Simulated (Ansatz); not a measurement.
## W: response to strain

The parent structure is W in the bcc (W type) structure (space group Im-3m, No. 229; a = 3.169 Å; relaxed with 0.1 eV smearing). Axes: x, y, z lie along the cube axes.

Strains are applied to the cell and any free atomic positions relax; under biaxial strain the out-of-plane vector relaxes too.

Method: r2SCAN, PAW, 500 eV (Ansatz, a first-principles code; no spin-orbit coupling).

Candidates:
(a) uniaxial strain ε_zz = +5.38 %
(b) uniaxial strain ε_zz = +5.02 %
(c) tensor shear ε_xz = +2.32 %
(d) biaxial strain −3.08 %, plane normal [001], relaxed out of plane

Notes on the quantities. energy relative to the base: free energy F.

**Question.** Order them by energy relative to the base, highest first.

**Answer.** (a) uniaxial strain ε_zz = +5.38 % (+70 meV/atom), (b) uniaxial strain ε_zz = +5.02 % (+61 meV/atom), (d) biaxial strain −3.08 %, plane normal [001], relaxed out of plane (+59 meV/atom), (c) tensor shear ε_xz = +2.32 % (+16 meV/atom)

Whether these cells are dynamically stable was not tested. The final runs are not spin-polarised.
